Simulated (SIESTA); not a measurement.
# Refining one setting for LiMg6Zn (Amm2, 8 atoms in the cell)

```
CELL_PARAMETERS angstrom
      5.03970     0.00000     0.00000
      0.00000     3.14092     5.37514
      0.00000    -3.14092     5.37514
ATOMIC_POSITIONS crystal
  Li 0.50000 0.33294 0.33294
  Mg 0.50000 0.33244 0.83530
  Mg 0.50000 0.83530 0.33244
  Mg 0.00000 0.16230 0.66514
  Mg 0.00000 0.66514 0.16230
  Mg 0.00000 0.66953 0.66953
  Mg 0.00000 0.16865 0.16865
  Zn 0.50000 0.83370 0.83370
```

Level of theory: GGA PBEsol, numerical atomic orbitals TZP, PseudoDojo PBEsol standard norm-conserving potentials (rewritten from UPF to PSML) (SIESTA 5.4.2).

The starting cell comes from a database of computed structures (which also holds hypothetical and non-ambient phases and stackings), without a prior relaxation at this level. Values carry the incompleteness of an atom-centred basis.

Held fixed: XC.functional = GGA; XC.authors = PBEsol; potentials = PseudoDojo PBEsol standard; PAO.BasisSize = TZP; PAO.EnergyShift = 0.01 Ry; kgrid.MonkhorstPack = 5 5 5; OccupationFunction = FD; ElectronicTemperature = 100 meV; PAO.Polarization.NonPerturbative = true; MaxSCFIterations = 150; SCF.Mixer.Method = Broyden; SCF.Mixer.Weight = 0.25; SCF.Mixer.History = 6; SCF.DM.Tolerance = 1.0E-04.

ΔF is the free energy per atom less that of the last row (600 Ry).

```json
[
 {"MeshCutoff": "180 Ry", "ΔF (meV/atom)": "-29.5", "pressure (GPa)": "-0.73", "largest force (eV/Å)": "0.216"},
 {"MeshCutoff": "210 Ry", "ΔF (meV/atom)": "-29.5", "pressure (GPa)": "-0.73", "largest force (eV/Å)": "0.216"},
 {"MeshCutoff": "240 Ry", "ΔF (meV/atom)": "-17.1", "pressure (GPa)": "-0.85", "largest force (eV/Å)": "0.182"},
 {"MeshCutoff": "270 Ry", "ΔF (meV/atom)": "-16.2", "pressure (GPa)": "-0.87", "largest force (eV/Å)": "0.179"},
 {"MeshCutoff": "300 Ry", "ΔF (meV/atom)": "-8.8", "pressure (GPa)": "-0.96", "largest force (eV/Å)": "0.159"},
 {"MeshCutoff": "345 Ry", "ΔF (meV/atom)": "-4.9", "pressure (GPa)": "-1.03", "largest force (eV/Å)": "0.146"},
 {"MeshCutoff": "390 Ry", "ΔF (meV/atom)": "-2.5", "pressure (GPa)": "-1.04", "largest force (eV/Å)": "0.129"},
 {"MeshCutoff": "450 Ry", "ΔF (meV/atom)": "-1.64", "pressure (GPa)": "-1.06", "largest force (eV/Å)": "0.126"},
 {"MeshCutoff": "525 Ry", "ΔF (meV/atom)": "-0.24", "pressure (GPa)": "-1.08", "largest force (eV/Å)": "0.116"},
 {"MeshCutoff": "600 Ry", "ΔF (meV/atom)": "0.00", "pressure (GPa)": "-1.08", "largest force (eV/Å)": "0.117"}
]
```

Pressure within 0.1 GPa of the last row: from MeshCutoff = 345 Ry on; the one before it is off by 0.12 GPa. The value it settles on is -1.08 GPa at this level of theory and with the other settings as held.

Left out of this page: 2 runs of the series unsound by tests on forces, stress, charge or solver warnings.
